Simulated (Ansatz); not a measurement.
Electronic density of states of amorphous Ti$_{20}$O$_{41}$Mg, density 3.58 g/cm³, on a 2×2×2 Γ-centred mesh with a Gaussian width of 0.1 eV; energies count from the Fermi level, whose place inside the gap is arbitrary. Cell and mesh are small, so fine structure isn't converged. These are PBE, scalar-relativistic without spin-orbit coupling (plane waves to 420 eV, PAW; Ansatz, a program for electronic structure) values and carry that method's errors. Sampling: a 2×2×2 Γ-centred mesh; Fermi-Dirac width 0.02 eV; no spin polarisation. At PBE the levels at the filled edge of the gap are localised (band-tail or defect states).

It comes from a melt-quench run on a machine-learned potential (CHGNet), relaxed afterwards by DFT. O atoms were pushed apart under 1.9 Å during the dynamics, to hinder bonds among them. The hot cell started wider than the set density and was brought back towards it in steps. It is the lowest in DFT energy of 2 quenches. It is a model cell: composition and starting density were chosen by hand, and all elements were melted together. No dispersion term was used. Its density started from a set value of 3.58 and ended at 3.58 g/cm³. Cooling (nominally 360 K/ps over its main leg) ran many orders faster than in experiment, which tends to leave more defects and strain. One small periodic cell is one sample of the glass; other quenches scatter about these values. The volume was held where the preparation left it and the shape relaxed, at a PBE pressure of 1.6 GPa. Stress components on the final sampling reach 1.7 GPa. On a 2×2×2 Γ-centred mesh force components of up to 0.23 eV/Å stay, since the relaxation ran on the zone centre alone.

(E - EF (eV), states/(eV atom)): (-12.00, 0.00); (-11.90, 0.00); (-11.80, 0.00); (-11.70, 0.00); (-11.60, 0.00); (-11.50, 0.00); (-11.40, 0.00); (-11.30, 0.00); (-11.20, 0.00); (-11.10, 0.00); (-11.00, 0.00); (-10.90, 0.00); (-10.80, 0.00); (-10.70, 0.00); (-10.60, 0.00); (-10.50, 0.00); (-10.40, 0.00); (-10.30, 0.00); (-10.20, 0.00); (-10.10, 0.00); (-10.00, 0.00); (-9.90, 0.00); (-9.80, 0.00); (-9.70, 0.00); (-9.60, 0.00); (-9.50, 0.00); (-9.40, 0.00); (-9.30, 0.00); (-9.20, 0.00); (-9.10, 0.00); (-9.00, 0.00); (-8.90, 0.00); (-8.80, 0.00); (-8.70, 0.00); (-8.60, 0.00); (-8.50, 0.00); (-8.40, 0.00); (-8.30, 0.00); (-8.20, 0.00); (-8.10, 0.00); (-8.00, 0.00); (-7.90, 0.00); (-7.80, 0.00); (-7.70, 0.00); (-7.60, 0.00); (-7.50, 0.00); (-7.40, 0.00); (-7.30, 0.00); (-7.20, 0.00); (-7.10, 0.00); (-7.00, 0.00); (-6.90, 0.00); (-6.80, 0.00); (-6.70, 0.00); (-6.60, 0.00); (-6.50, 0.02); (-6.40, 0.11); (-6.30, 0.15); (-6.20, 0.12); (-6.10, 0.26); (-6.00, 0.37); (-5.90, 0.43); (-5.80, 0.55); (-5.70, 0.67); (-5.60, 0.69); (-5.50, 0.74); (-5.40, 0.84); (-5.30, 0.91); (-5.20, 0.87); (-5.10, 0.88); (-5.00, 0.97); (-4.90, 1.08); (-4.80, 1.12); (-4.70, 1.05); (-4.60, 1.03); (-4.50, 1.05); (-4.40, 0.95); (-4.30, 0.90); (-4.20, 0.87); (-4.10, 0.82); (-4.00, 0.86); (-3.90, 0.80); (-3.80, 0.73); (-3.70, 0.75); (-3.60, 0.80); (-3.50, 0.80); (-3.40, 0.81); (-3.30, 0.90); (-3.20, 0.93); (-3.10, 0.88); (-3.00, 0.87); (-2.90, 0.89); (-2.80, 0.86); (-2.70, 0.90); (-2.60, 0.91); (-2.50, 0.94); (-2.40, 0.98); (-2.30, 0.94); (-2.20, 0.91); (-2.10, 0.87); (-2.00, 0.85); (-1.90, 0.83); (-1.80, 0.74); (-1.70, 0.66); (-1.60, 0.60); (-1.50, 0.46); (-1.40, 0.31); (-1.30, 0.27); (-1.20, 0.15); (-1.10, 0.02); (-1.00, 0.00); (-0.90, 0.00); (-0.80, 0.00); (-0.70, 0.00); (-0.60, 0.00); (-0.50, 0.00); (-0.40, 0.00); (-0.30, 0.00); (-0.20, 0.00); (-0.10, 0.00); (0.00, 0.00); (0.10, 0.00); (0.20, 0.00); (0.30, 0.00); (0.40, 0.00); (0.50, 0.00); (0.60, 0.00); (0.70, 0.00); (0.80, 0.00); (0.90, 0.00); (1.00, 0.00); (1.10, 0.02); (1.20, 0.19); (1.30, 0.46); (1.40, 0.55); (1.50, 0.66); (1.60, 0.80); (1.70, 0.84); (1.80, 0.87); (1.90, 0.92); (2.00, 0.95); (2.10, 0.91); (2.20, 0.90); (2.30, 0.95); (2.40, 0.93)

The level gap on this mesh is 2.47 eV; the broadening fills part of it in the curve.
